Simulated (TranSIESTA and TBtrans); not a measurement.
Run with TranSIESTA and TBtrans (open boundaries, self-consistent; PseudoDojo norm-conserving potentials, scalar-relativistic): PAO.BasisSize DZ, PAO.EnergyShift 0.15 eV, XC.Authors PBE, Mesh.Cutoff 200 Ry, ElectronicTemperature 300 K, TS.Voltage 0.0 eV, TBT.Elecs.Eta 0.001 eV, no spin polarisation.

System: Li chain with one bond stretched by 1.5 Å. Leads: straight Li chain, spacing 2.95 Å. Geometry: as built, not relaxed. Transport runs along z; the first 6 and the last 6 of the 18 atoms are the lead cells, repeated to infinity.

```xyz
18
Lattice="9.000 0.000 0.000 0.000 9.000 0.000 0.000 0.000 54.600" Properties=species:S:1:pos:R:3 pbc="F F T"
Li     4.500     4.500     0.000
Li     4.500     4.500     2.950
Li     4.500     4.500     5.900
Li     4.500     4.500     8.850
Li     4.500     4.500    11.800
Li     4.500     4.500    14.750
Li     4.500     4.500    17.700
Li     4.500     4.500    20.650
Li     4.500     4.500    23.600
Li     4.500     4.500    28.050
Li     4.500     4.500    31.000
Li     4.500     4.500    33.950
Li     4.500     4.500    36.900
Li     4.500     4.500    39.850
Li     4.500     4.500    42.800
Li     4.500     4.500    45.750
Li     4.500     4.500    48.700
Li     4.500     4.500    51.650
```

Give the largest eigenchannel transmissions at the Fermi level (four at most) and the total.

0.67; total 0.67. The straight chain is held at its spacing; free chains may zigzag or dimerise. No spin-polarised start was tried, so a magnetic state, if there is one, is missed.
